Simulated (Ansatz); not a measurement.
Start from Mo in the bcc (W type) structure (space group Im-3m, No. 229; a = 3.130 Å).

All numbers come from plane-wave PAW DFT at the PBEsol level (Ansatz, a quantum-chemistry and plane-wave program, 420 eV), scalar-relativistic without spin-orbit coupling, earlier PAW set.

For the base:

| Item | Result |
|---|---|
| Density | 10.39 g/cm³ |

It is then changed as follows: full substitution Mo → Se, then cell and atoms are relaxed.

Tabulated Pauling electronegativity and covalent radius: Mo 2.16, 1.54 Å; Se 2.55, 1.20 Å.

**Question.** Estimate the effect on the density.

**Answer.** The density shrinks by 3.598 g/cm³ (10.39 g/cm³ → 6.80 g/cm³).

Whether these cells are dynamically stable was not tested. As relaxed here, Se is a hypothetical phase, not in the database extracts checked. The final runs are not spin-polarised.
